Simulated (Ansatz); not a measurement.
# What uniaxial strain ε_yy = +3.89 % does to ScSi

Take ScSi (space group Cmcm, No. 63; a = 3.9453 Å, b = 9.8240 Å, c = 3.6419 Å; a cell from a computed database, its experimental status unchecked; relaxed with 0.1 eV smearing) as the base. Axes: x, y, z lie along a, b, c of the conventional cell.

Perturbation: the cell is stretched by 3.89 % along y with no lateral relaxation; the atoms relax in the strained cell.

All numbers come from PBEsol (Ansatz, a quantum-chemistry and plane-wave program; PAW; 420 eV plane waves; scalar-relativistic without spin-orbit coupling). Γ-centred 16×16×16 mesh, Fermi–Dirac width 0.1 eV.

```csv
quantity,base,changed,shift
space group,Cmcm (No. 63),Cmcm (No. 63),–
shortest interatomic distance,2.422 Å,2.447 Å,+0.025 Å
energy relative to the base (free energy F),0 meV/atom,+19 meV/atom,+19 meV/atom
"pressure (mean of the normal stresses, compression positive)",0.0 GPa,-3.7 GPa,-3.7 GPa
band gap,zero,zero,–
largest internal atomic displacement,–,0.012 Å,–
"stress (xx, yy, zz, yz, xz, xy; compression positive)",–,"(-1.6, -8.3, -1.1, 0.0, 0.0, 0.0) GPa",–
```

Final structure:

```
ScSi
1.0
    1.97263    -5.10307     0.00000
    1.97263     5.10307     0.00000
    0.00000     0.00000     3.64190
Sc Si
2 2
Direct
  0.13988   0.86012   0.75000
  0.86012   0.13988   0.25000
  0.41989   0.58011   0.75000
  0.58011   0.41989   0.25000
```

No phonon test of stability was made. The final runs are not spin-polarised.
